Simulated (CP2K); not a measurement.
A self-consistent single point of Ti3Zn (Pm-3m, 4 atoms in the cell) with CP2K

Method: LDA (Pade form), GPW, DZVP-MOLOPT-SR-GTH basis, GTH-PADE potentials (GTH_POTENTIALS) run with CP2K 2026.2.

This input was run:

```
&GLOBAL
  PROJECT calc
  RUN_TYPE ENERGY_FORCE
  PRINT_LEVEL MEDIUM
&END GLOBAL
&FORCE_EVAL
  METHOD Quickstep
  STRESS_TENSOR ANALYTICAL
  &DFT
    BASIS_SET_FILE_NAME BASIS_MOLOPT
    POTENTIAL_FILE_NAME GTH_POTENTIALS
    &QS
      METHOD GPW
      EPS_DEFAULT 1E-10
    &END QS
    &MGRID
      CUTOFF 600
      REL_CUTOFF 60
      NGRIDS 5
    &END MGRID
    &SCF
      SCF_GUESS ATOMIC
      EPS_SCF 1E-6
      MAX_SCF 100
      ADDED_MOS 9
      &DIAGONALIZATION
        ALGORITHM STANDARD
      &END DIAGONALIZATION
      &MIXING
        METHOD BROYDEN_MIXING
        ALPHA 0.3
        NBUFFER 10
        BETA 1
      &END MIXING
      &SMEAR ON
        METHOD MARZARI_VANDERBILT
        SIGMA [eV] 0.272
      &END SMEAR
    &END SCF
    &KPOINTS
      SCHEME MONKHORST-PACK 6 6 6
    &END KPOINTS
    &XC
      &XC_FUNCTIONAL PADE
      &END XC_FUNCTIONAL
    &END XC
    &PRINT
      &MO
        EIGENVALUES T
        OCCUPATION_NUMBERS T
        NDIGITS 8
        FILENAME mo
        &EACH
          QS_SCF 0
        &END EACH
        ADD_LAST NUMERIC
      &END MO
      &MULLIKEN ON
      &END MULLIKEN
    &END PRINT
  &END DFT
  &SUBSYS
    &CELL
      A 4.06100400 0.00000000 0.00000000
      B 0.00000000 4.06100400 0.00000000
      C 0.00000000 0.00000000 4.06100400
      PERIODIC XYZ
    &END CELL
    &COORD
      SCALED
      Ti       0.00000000     0.50000000     0.50000000
      Ti       0.50000000     0.00000000     0.50000000
      Ti       0.50000000     0.50000000     0.00000000
      Zn       0.00000000     0.00000000     0.00000000
    &END COORD
    &KIND Ti
      BASIS_SET DZVP-MOLOPT-SR-GTH-q12
      POTENTIAL GTH-PADE-q12
    &END KIND
    &KIND Zn
      BASIS_SET DZVP-MOLOPT-SR-GTH-q12
      POTENTIAL GTH-PADE-q12
    &END KIND
  &END SUBSYS
  &PRINT
    &FORCES ON
    &END FORCES
    &STRESS_TENSOR ON
    &END STRESS_TENSOR
  &END PRINT
&END FORCE_EVAL
```

Log, with long lists cut:

```
 GLOBAL| Method name                                                        CP2K
 GLOBAL| Project name                                                       calc
 GLOBAL| Run type                                                   ENERGY_FORCE

 CELL| Volume [angstrom^3]:                                            66.973077
 CELL| Vector a [angstrom]:       4.061     0.000     0.000   |a| =     4.061004
 CELL| Vector b [angstrom]:       0.000     4.061     0.000   |b| =     4.061004
 CELL| Vector c [angstrom]:       0.000     0.000     4.061   |c| =     4.061004
 CELL| Angle (b,c), alpha [degree]:                                    90.000000
 CELL| Angle (a,c), beta  [degree]:                                    90.000000
 CELL| Angle (a,b), gamma [degree]:                                    90.000000
 CELL| Numerically orthorhombic:                                             YES
 CELL| Periodicity                                                           XYZ

 DFT| Spin restricted Kohn-Sham (RKS) calculation                            RKS
 DFT| Multiplicity                                                             1
 DFT| Number of spin states                                                    1
 DFT| Charge                                                                   0
 DFT| XC density smoothing                                                  NONE
 DFT| XC derivatives                                                          PW

 QS| Method:                                                                 GPW
 QS| Density plane wave grid type                        NON-SPHERICAL FULLSPACE
 QS| Number of grid levels:                                                    5
 QS| Density cutoff [a.u.]:                                                300.0
 QS| Multi grid cutoff [a.u.]: 1) grid level                               300.0
   [... lines left out ...]
 BRILLOUIN| Wavefunction type                                            COMPLEX
 BRILLOUIN| List of Kpoints [2 Pi/Bohr]                                      108
 BRILLOUIN| Number           Weight            X              Y              Z
 BRILLOUIN|     1           0.00926       -0.41667       -0.41667       -0.41667
 BRILLOUIN|     2           0.00926       -0.41667       -0.41667       -0.25000
 BRILLOUIN|     3           0.00926       -0.41667       -0.41667       -0.08333
   [... 105 lines left out ...]
 *******************************************************************************

 Extrapolation method: initial_guess

 Re-scaling the density matrix to get the right number of electrons
                  # Electrons              Trace(P)               Scaling factor
                           48                48.000                        1.000

 Number of electrons:                                                         48
 Number of occupied orbitals:                                                 24
 Number of molecular orbitals:                                                33

 Number of orbital functions:                                                103
 Number of independent orbital functions:                                    103
 SCF WAVEFUNCTION OPTIMIZATION

  Step     Update method      Time    Convergence         Total energy    Change
     1 NoMix/Diag. 0.30E+00      -     1.77259388      -235.9868556076 -2.36E+02
     2 Broy./Diag. 0.30E+00      -     0.09234096      -237.1803536335 -1.19E+00
     3 Broy./Diag. 0.30E+00      -     0.02935996      -235.8926602618  1.29E+00
     4 Broy./Diag. 0.30E+00      -     0.03003574      -235.1726797414  7.20E-01
     5 Broy./Diag. 0.30E+00      -     0.00702222      -234.9221643112  2.51E-01
     6 Broy./Diag. 0.30E+00      -     0.00224648      -235.0252210767 -1.03E-01
     7 Broy./Diag. 0.30E+00      -     0.00095769      -235.0203129928  4.91E-03
   [... 2 lines left out ...]
    10 Broy./Diag. 0.30E+00      -     0.00008465      -235.0188123530 -6.20E-04
    11 Broy./Diag. 0.30E+00      -     0.00006315      -235.0187843700  2.80E-05
    12 Broy./Diag. 0.30E+00      -     0.00000263      -235.0186207443  1.64E-04
    13 Broy./Diag. 0.30E+00      -     0.00000968      -235.0186347987 -1.41E-05
    14 Broy./Diag. 0.30E+00      -     0.00000010      -235.0186545839 -1.98E-05
  *** SCF run converged in    14 steps ***

  Electronic density on regular grids:        -47.9999999954        0.0000000046
  Core density on regular grids:               47.9999999974       -0.0000000026
  Total charge density on r-space grids:        0.0000000020
  Total charge density g-space grids:           0.0000000020

  Overlap energy of the core charge distribution:               0.00000000000000
  Self energy of the core charge distribution:               -400.34753111190639
  Core Hamiltonian energy:                                    106.50045973512084
  Hartree energy:                                              89.14690567537725
  Exchange-correlation energy:                                -30.31962324756921
  Smearing free energy correction:                              0.00113436455698
  Fermi energy:                                                 0.33953520946163

  Total energy:                                              -235.01865458391399

                     Mulliken Population Analysis

 #  Atom  Element  Kind  Atomic population                           Net charge
       1     Ti       1         12.011327                             -0.011327
       2     Ti       1         12.011325                             -0.011325
       3     Ti       1         12.011329                             -0.011329
       4     Zn       2         11.966020                              0.033980
 # Total charge                             48.000000                  0.000000

 ENERGY| Total FORCE_EVAL ( QS ) energy [hartree]           -235.018652468815418

 FORCES| Atomic forces [hartree/bohr]
 FORCES|   Atom     x               y               z               |f|
 FORCES|      1  6.82640892E-10  6.49749937E-10  6.51166165E-10   1.14550903E-09
 FORCES|      2  6.51154484E-10  6.82639885E-10  6.49741960E-10   1.14549727E-09
 FORCES|      3  6.49749983E-10  6.51152967E-10  6.82636992E-10   1.14549923E-09
 FORCES|      4  3.25339131E-08  3.25339104E-08  3.25339067E-08   5.63503852E-08
 FORCES| Sum     3.45174585E-08  3.45174532E-08  3.45174518E-08
 FORCES| Total atomic force                                       5.97859850E-08

 STRESS| Analytical stress tensor [bar]
 STRESS|                        x                   y                   z
 STRESS|      x       -1.14624127322E+05   8.17684100288E-03   8.17684280356E-03
 STRESS|      y        8.17684100288E-03  -1.14624430595E+05   8.17684340774E-03
 STRESS|      z        8.17684280356E-03   8.17684340774E-03  -1.14624263665E+05
 STRESS| 1/3 Trace                                            -1.14624273861E+05
```

The run converged in 14 iterations.

The starting cell comes from a database of computed structures (which also holds hypothetical and non-ambient phases and stackings), without a prior relaxation at this level. Its lattice was rescaled by a random factor within 2.5 % of one. Spin polarisation is off. Values carry the incompleteness of an atom-centred basis. With a pressure of about -11 GPa the cell is away from its equilibrium volume at this level.

Cost on one core of a shared machine: roughly 2 min.
